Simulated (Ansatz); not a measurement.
# A computed series for NbSi2: pressure series

Base system: NbSi2 (space group P6_422, No. 181; a = 4.794 Å, c = 6.586 Å).

Cell and atoms are relaxed at each pressure.

The values are results of DFT with r2SCAN, PAW potentials and a 500 eV plane-wave cutoff in Ansatz (a program for electronic structure), spin-orbit coupling left out, earlier PAW set, not measurements.

```csv
pressure (GPa),volume per atom (Å³/atom)
-2,14.726
-1,?
0,14.562
3,14.333
7,14.054
15,13.569
30,12.844
50,12.106
100,10.846
```

### Question
Fit the third-order Birch–Murnaghan form P(V) = (3B₀/2)[(V₀/V)^(7/3) − (V₀/V)^(5/3)]·[1 + (3/4)(B₀′ − 4)((V₀/V)^(2/3) − 1)] (squares taken in P) to the rows shown and predict the withheld row.

### Answer
Least squares on the printed values gives V₀ = 14.560 Å³/atom, B₀ = 185 GPa, B₀′ = 4.1; this predicts 14.640 Å³/atom, and the run gives 14.643 Å³/atom, 0.003 higher.

Load acts through the strain it causes; cell and atoms are relaxed under it. No phonon test of stability was made. No other phases were tried under pressure. All final runs are without spin polarisation. An odd electron count without spin: NbSi2.
